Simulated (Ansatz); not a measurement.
For Sb₂O₃ (Fd-3m, No. 227), LDA (plane waves, PAW; Ansatz, a quantum-chemistry and plane-wave program) gives:

| Item | Result |
|---|---|
| lattice constant a | 10.840 Å |
| formation enthalpy | -1.533 eV/atom |

### Question
What does r²SCAN+rVV10 (plane waves, PAW; Ansatz) give for the same quantities?

### Answer

- lattice constant a: 11.095 Å (grows by 2.4 %)
- formation enthalpy: -1.445 eV/atom (moves by +0.088 eV/atom)

Changes are worked out from the printed values.

Unless a cell is named, each level is at its own relaxed cell (LDA 15.92, r²SCAN+rVV10 17.07 Å³/atom).

Levels without +SOC leave out spin–orbit coupling, which shifts energies and cells of such heavy elements.

Caveats: the relaxation could not lower the start's symmetry, so the cell can be a saddle point above a distorted one (LDA, r²SCAN+rVV10). Ansatz's density-functional and Hartree–Fock values are scalar-relativistic unless marked +SOC, with PAW data made under PBE.
